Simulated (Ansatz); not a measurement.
## AuCd (Pmma): band-structure transport figures

Given:

```
CELL_PARAMETERS angstrom
      4.75107     0.00000     0.00000
      0.00000     2.98396     0.00000
      0.00000     0.00000     5.12699
ATOMIC_POSITIONS crystal
  Cd 0.75000 0.00000 0.31580
  Cd 0.25000 0.00000 0.68420
  Au 0.75000 0.50000 0.82066
  Au 0.25000 0.50000 0.17934
```

All values below come from PBEsol, rigid bands (plane waves, PAW, scalar-relativistic; Ansatz, an electronic-structure program). Cell: cell and atoms relaxed with PBEsol.

- density of states at the Fermi level: 1.19 states/(eV·cell), both spins
- bare Sommerfeld coefficient: 0.70 mJ/(mol of atoms·K²)
- Drude plasma energy: 9.1 (x), 8.8 (y), 8.7 (z) eV
- root-mean-square Fermi velocity: 1.4e6 m/s
- resistivity times τ: 5.9 (x), 6.3 (y), 6.4 (z) ×10⁻²² Ω·m·s

A metal at this level (no band gap); rigid bands, thermally averaged at 300 K, both spins. Spin-orbit coupling is left out, which matters with elements this heavy. τ is one relaxation time for all states.

Formula and space group known from diffraction (Crystallography Open Database), not checked to be the room-temperature form: AuCd (Pmma).
